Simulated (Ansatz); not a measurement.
System: SbSBr (model structure, started from the BiTeI type, P3m1, No. 156, 3 atoms in the cell). Method: PBEsol in Ansatz (plane waves, PAW).

Run with plane-wave cutoff 520 eV, 12×12×6 k mesh (along the axes of the cell as run), Fermi–Dirac smearing 0.01 eV, scalar-relativistic PAW data made under PBE.

Cell (relaxed with PBE-D3(BJ)):

BrSSb is taken in the trigonal space group P3m1 (No. 156), Pearson symbol hP3. Conventional cell: a = 3.9346 Å, b = 3.9346 Å, c = 6.2093 Å, α = 90.00°, β = 90.00°, γ = 120.00°. Sb on 1a has 3 S at 2.664 Å and 3 Br at 2.991 Å (octahedral). S on 1c has 3 Sb at 2.664 Å (trigonal pyramidal). Br on 1b has 3 Sb at 2.991 Å (trigonal pyramidal). (Neighbours: up to the widest gap in distance over summed covalent radii, below 1.35, at either atom.)

Give the computed band gap, smallest direct gap on the k points sampled and Γ–Γ gap.


- band gap = 1.20 eV
- smallest direct gap on the k points sampled = 1.32 eV
- Γ–Γ gap = 2.37 eV

Note: the relaxation could raise the start's symmetry but not lower it, so the cell can be a saddle point; cell and atoms aren't relaxed at this level (pressure -0.6 GPa).

Spin–orbit coupling is not included.

A model structure was made by putting elements into a prototype or built by hand; it is no filed structure, need not be a known phase, and can be a saddle point held by its symmetry.

Ansatz is a first-principles code.
